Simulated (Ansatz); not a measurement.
Defect migration in amorphous Si27O54 (a melt-quenched model of 81 atoms): interstitial La, charge state +3. All values below come from PBE, PAW (plane waves to 420 eV; Ansatz, a quantum-chemistry and plane-wave program).

Settings: 81 host sites, the glass model's own volume, the Γ point alone, smearing 0.01 eV, spin-restricted, no image-charge correction. Energies are static. Spin-orbit coupling is left out. This is one neighbourhood of one small, fast-quenched model, and the added charge may sit on a native defect of the glass. The charge state is imposed; whether it is stable for some Fermi level was not computed. Sites that were not tried may lie lower.

Barriers: single points on a 2×2×2 k-point mesh shifted by half a step at the bands' geometries.

The step: several atoms move together, La the farthest; the atom moves 1.87 Å along (-0.14, -0.10, -0.03) of the unit cell; the moving atom starts with neighbours O at 2.19, O at 2.32, O at 2.54, O at 2.58, O at 2.61 Å and ends with O at 2.17, O at 2.44, 2 O at 2.66, O at 2.68, O at 2.74, O at 2.79 Å.

Problem. Estimate the migration barrier of this step that PBE, PAW returns for this input.

Solution. 0.30 eV forward and 0.19 eV backward. At the saddle the moving atom has neighbours O at 2.12, O at 2.35, O at 2.54, O at 2.68 Å. The check of the saddle point's order was inconclusive.
